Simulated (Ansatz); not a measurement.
# Habitual settings against a tight run: Zn (P6_3/mmc, 2 atoms in the cell)

Self-consistent single point.

```xyz
2
Lattice="2.6337 0.0000 0.0000 -1.3169 2.2809 0.0000 0.0000 0.0000 4.9092" Properties=species:S:1:pos:R:3 pbc="T T T"
Zn     0.0000     1.5206     1.2273
Zn     1.3169     0.7603     3.6819
```

Method: PBE, PAW files (plane waves; Ansatz, a first-principles code).

Base settings: basis.ecutwfc = 420 eV; kpoints.mp_grid.grid = 19 19 9; hamiltonian.xc = pbe; hamiltonian.pseudopotentials = {kind: paw} (the program's default PAW files); scf.occupations.method = gaussian; scf.occupations.width = 0.2 eV.

Tight run (finer mesh or higher cutoff; not a proven limit): basis.ecutwfc: 420 eV → 590 eV; kpoints.mp_grid.grid: 19 19 9 → 26 26 13; scf.convergence.dr2_threshold: default (1e-07 eV) → 1e-09 eV. It gave Fermi level (on the code's own zero) 11.48 eV; pressure 2.20 GPa.

Quick runs, as changes from the base:
- A: the base itself
- B: basis.ecutwfc: 420 eV → 210 eV; kpoints.mp_grid.grid: 19 19 9 → 8 8 8; scf.occupations.method: gaussian → cold; scf.convergence.dr2_threshold: default (1e-07 eV) → 0.001 eV
- C: basis.ecutwfc: 420 eV → 210 eV; kpoints.mp_grid.grid: 19 19 9 → 2 2 2; scf.occupations.width: 0.2 eV → 0.5 eV
- D: basis.ecutwfc: 420 eV → 335 eV; kpoints.mp_grid.grid: 19 19 9 → 6 6 6; scf.convergence.dr2_threshold: default (1e-07 eV) → 0.001 eV
- E: basis.ecutwfc: 420 eV → 250 eV; kpoints.mp_grid.grid: 19 19 9 → 6 6 6; hamiltonian.xc: pbe → lda; scf.occupations.method: gaussian → fermi_dirac; scf.occupations.width: 0.2 eV → 0.5 eV [LDA (PW92)]
- F: basis.ecutwfc: 420 eV → 210 eV; kpoints.mp_grid.grid: 19 19 9 → 4 4 4

Energies are extrapolated to zero smearing width, which holds to low order in the width alone.

Dashes: energy of E, another energy zero.

† marks runs with another functional, U, potentials or spin treatment: their distance from the tight run is not a convergence error alone.

The count of work is k-points × plane waves × bands × iterations; it is no time. 

Pressures in the table are Ansatz's without its Pulay estimate, at a fixed set of plane waves; the tight run's value above holds the estimate.

The starting cell comes from a database of computed structures (which also holds hypothetical and non-ambient phases and stackings), without a prior relaxation at this level. Its lattice was rescaled by a random factor within 2.5 % of one.

| run | energy less tight (meV/atom) | pressure less tight (GPa) | count of work / tight |
|---|---|---|---|
| A | 2.0 | -0.12 | 0.22 |
| B | 5138.8 | -278.72 | 0.014 |
| C | 6003.9 | -276.74 | 0.0016 |
| D | 49.4 | -0.95 | 0.015 |
| E† | – | -84.23 | 0.016 |
| F | 4949.7 | -278.80 | 0.0048 |

Among the runs at the tight run's level, the energy misses run from 2.0 to 6003.9 meV/atom.

Keys are those of Ansatz 0.2.
